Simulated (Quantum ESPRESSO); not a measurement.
Worked example: self-consistent single point of Cl (Cmce, 4 atoms in the cell) in Quantum ESPRESSO.

Computed with PBE-D3(BJ), GBRV 1.5 ultrasoft (PBE) pseudopotentials (plane waves; Quantum ESPRESSO).

```xyz
4
Lattice="2.2357 -3.1141 0.0000 2.2357 3.1141 0.0000 0.0000 0.0000 8.2443" Properties=species:S:1:pos:R:3 pbc="T T T"
Cl     3.9215     0.0000     7.3951
Cl     2.7857     0.0000     3.2730
Cl     1.6858     0.0000     4.9713
Cl     0.5500     0.0000     0.8492
```

Reference input (self-consistent single point, DFT, PBE, plane waves, GBRV 1.5 ultrasoft (PBE) pseudopotentials): ecutwfc = 40 Ry; ecutrho = 200 Ry; occupations = smearing; smearing = fd; degauss = 0.00147 Ry; potentials = {Cl: cl_pbe_v1.4.uspp.F.UPF}; K_POINTS = automatic 5 5 2 1 1 1; conv_thr = 1e-08 Ry; mixing_beta = 0.5. This run's input differs from it in these lines:

```diff
@@ -17,2 +17,5 @@
     degauss = 0.00147
+    vdw_corr = 'grimme-d3'
+    dftd3_version = 4
+    dftd3_threebody = .false.
 /
```

Output, abridged:

```
     Self-consistent Calculation

     iteration #  1     ecut=    40.00 Ry     beta= 0.50

     Threshold (ethr) on eigenvalues was too large:
     Diagonalizing with lowered threshold

     negative rho (up, down):  5.942E-02 0.000E+00

     total energy              =    -133.20363750 Ry
     estimated scf accuracy    <       0.10201560 Ry

     iteration #  2     ecut=    40.00 Ry     beta= 0.50

     negative rho (up, down):  5.935E-02 0.000E+00

     total energy              =    -133.20261147 Ry
     estimated scf accuracy    <       0.01571369 Ry

     iteration #  3     ecut=    40.00 Ry     beta= 0.50

     negative rho (up, down):  5.919E-02 0.000E+00

     total energy              =    -133.20408797 Ry
     estimated scf accuracy    <       0.00017881 Ry

   [... 3 blocks of this kind left out ...]

     iteration #  7     ecut=    40.00 Ry     beta= 0.50

     negative rho (up, down):  5.898E-02 0.000E+00

     total energy              =    -133.20422506 Ry
     estimated scf accuracy    <       0.00000011 Ry

     iteration #  8     ecut=    40.00 Ry     beta= 0.50

     negative rho (up, down):  5.898E-02 0.000E+00
     End of self-consistent calculation

     the Fermi energy is     1.8914 ev

!    total energy              =    -133.20422508 Ry
     estimated scf accuracy    <          5.2E-09 Ry
     smearing contrib. (-TS)   =       0.00000000 Ry
     internal energy E=F+TS    =    -133.20422508 Ry

     DFT-D3 Dispersion         =      -0.04504793 Ry

     convergence has been achieved in   8 iterations

     negative rho (up, down):  5.898E-02 0.000E+00

     Forces acting on atoms (cartesian axes, Ry/au):

     atom    1 type  1   force =     0.00266889    0.00000000    0.00068728
     atom    2 type  1   force =    -0.00266889    0.00000000    0.00068728
     atom    3 type  1   force =     0.00266889    0.00000000   -0.00068728
     atom    4 type  1   force =    -0.00266889    0.00000000   -0.00068728

     Total force =     0.005512     Total SCF correction =     0.000199

     negative rho (up, down):  5.898E-02 0.000E+00
          total   stress  (Ry/bohr**3)                   (kbar)     P=       -5.27
  -0.00005173   0.00000000   0.00000000           -7.61        0.00        0.00
   0.00000000   0.00001637   0.00000000            0.00        2.41        0.00
   0.00000000   0.00000000  -0.00007211            0.00        0.00      -10.61

   JOB DONE.
```

The run converged in 8 iterations. Against the reference run the pressure goes from 0.52 to -0.53 GPa, the largest force goes from 0.085 to 0.071 eV/Å and the gap on the mesh stays at 2.548 eV.

The starting cell has typed, rounded lattice constants, without a prior relaxation at this level. Its lattice was rescaled by a random factor within 2.5 % of one. The shifted mesh does not hold Γ, so a gap read on it misses any band edge there.
